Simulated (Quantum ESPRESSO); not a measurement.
A self-consistent single point of Y2Ge3 (P-6m2, 5 atoms in the cell) with Quantum ESPRESSO.

Level of theory: LDA (PZ), PSlibrary PAW (LDA) pseudopotentials (plane waves; Quantum ESPRESSO).

```
CELL_PARAMETERS angstrom
      4.39243     0.00000     0.00000
     -2.19622     3.80396     0.00000
      0.00000     0.00000     7.10729
ATOMIC_POSITIONS crystal
  Y  0.00000 0.00000 0.72993
  Y  0.00000 0.00000 0.27007
  Ge 0.33333 0.66667 0.00000
  Ge 0.66667 0.33333 0.50000
  Ge 0.66667 0.33333 0.00000
```

Reference input (self-consistent single point, DFT, PBEsol, plane waves, PSlibrary PAW (PBE) pseudopotentials): ecutwfc = 45 Ry; ecutrho = 315 Ry; occupations = smearing; smearing = fd; degauss = 0.0073499 Ry; input_dft = pbesol; potentials = {Y: Y.pbe-spn-kjpaw_psl.1.0.0.UPF, Ge: Ge.pbe-n-kjpaw_psl.1.0.0.UPF}; K_POINTS = automatic 7 7 4 0 0 0; conv_thr = 1e-11 Ry; mixing_beta = 0.7. This run's input differs from it in these lines:

```diff
@@ -17,3 +17,2 @@
     degauss = 0.0073499
-    input_dft = 'pbesol'
 /
@@ -24,4 +23,4 @@
 ATOMIC_SPECIES
-Y     88.9058  Y.pbe-spn-kjpaw_psl.1.0.0.UPF
-Ge    72.6300  Ge.pbe-n-kjpaw_psl.1.0.0.UPF
+Y     88.9058  Y.pz-spn-kjpaw_psl.1.0.0.UPF
+Ge    72.6300  Ge.pz-n-kjpaw_psl.1.0.0.UPF
 CELL_PARAMETERS angstrom
```

Log, with long lists cut:

```
     Self-consistent Calculation

     iteration #  1     ecut=    45.00 Ry     beta= 0.70

     Threshold (ethr) on eigenvalues was too large:
     Diagonalizing with lowered threshold

     total energy              =   -1024.49259454 Ry
     estimated scf accuracy    <       0.10838470 Ry

     iteration #  2     ecut=    45.00 Ry     beta= 0.70

     total energy              =   -1024.44918483 Ry
     estimated scf accuracy    <       0.38434661 Ry

     iteration #  3     ecut=    45.00 Ry     beta= 0.70

     total energy              =   -1024.52501535 Ry
     estimated scf accuracy    <       0.06150036 Ry

   [... 7 blocks of this kind left out ...]

     iteration # 11     ecut=    45.00 Ry     beta= 0.70

     total energy              =   -1024.53381147 Ry
     estimated scf accuracy    <          2.2E-10 Ry

     iteration # 12     ecut=    45.00 Ry     beta= 0.70
     End of self-consistent calculation

     the Fermi energy is     8.3341 ev

!    total energy              =   -1024.53381147 Ry
     estimated scf accuracy    <          1.1E-12 Ry
     smearing contrib. (-TS)   =      -0.00521404 Ry
     internal energy E=F+TS    =   -1024.52859743 Ry

     convergence has been achieved in  12 iterations

     Forces acting on atoms (cartesian axes, Ry/au):

     atom    1 type  1   force =     0.00000000   -0.00000000    0.00710723
     atom    2 type  1   force =    -0.00000000   -0.00000000   -0.00710723
     atom    3 type  2   force =     0.00000000    0.00000000    0.00000000
     atom    4 type  2   force =     0.00000000    0.00000000    0.00000000
     atom    5 type  2   force =     0.00000000    0.00000000    0.00000000

     Total force =     0.010051     Total SCF correction =     0.000001

          total   stress  (Ry/bohr**3)                   (kbar)     P=      -44.31
  -0.00030879   0.00000000  -0.00000000          -45.43        0.00       -0.00
   0.00000000  -0.00030879   0.00000000            0.00      -45.43        0.00
  -0.00000000   0.00000000  -0.00028611           -0.00        0.00      -42.09

   JOB DONE.
```

The run converged in 12 iterations. Against the reference run the pressure goes from -2.41 to -4.43 GPa and the largest force goes from 0.212 to 0.183 eV/Å. The full log also holds: “c_bands:  1 eigenvalues not converged”.

The starting cell comes from a database of computed structures (which also holds hypothetical and non-ambient phases and stackings), without a prior relaxation at this level. With a pressure of about -4 GPa the cell is away from its equilibrium volume at this level.

Cost on one core of a shared machine: roughly 50 s.
